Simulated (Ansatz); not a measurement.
The parent structure is Mg in the hcp (Mg type) structure (space group P6_3/mmc, No. 194; a = 3.173 Å, c = 5.182 Å).

Method: r2SCAN in Ansatz (plane waves to 500 eV, PAW, spin-orbit coupling left out).

Before the change:

Volume per atom: 22.59 Å³

Now apply this change: full substitution Mg → Si, then cell and atoms are relaxed.

Task: How does this affect the volume per atom?

Result: The volume per atom drops by 8.90 Å³ (22.59 Å³ → 13.69 Å³).

Whether these cells are dynamically stable was not tested. For Si in this form, whether it has been made was not checked. This is not the structure that Si has at room temperature and ambient pressure.

Ansatz is a quantum-chemistry and plane-wave program.
